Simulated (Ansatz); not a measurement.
Start from PbO2 in the rutile structure (space group P4_2/mnm, No. 136; a = 5.0816 Å, c = 3.4436 Å).

Level of theory: PBE, PAW, 420 eV (Ansatz, an electronic-structure program; spin-orbit coupling left out).

For the base:

The density is 8.93 g/cm³. The band gap is zero.

Perturbation: a hydrostatic pressure of 0.3 GPa.

### Question
What does the calculation give for the density after the change?

### Answer
The density goes up by 0.03 g/cm³ to 8.96 g/cm³.

### Question
What happens to the band gap?

### Answer
The band gap remains zero.

With Pb present, leaving out spin-orbit coupling can change the band edges. Load acts through the strain it causes; cell and atoms are relaxed under it. Stability against distortions was not tested. The final runs are not spin-polarised. A zero or small gap of PbO2 can be the functional's error rather than a property of the material.
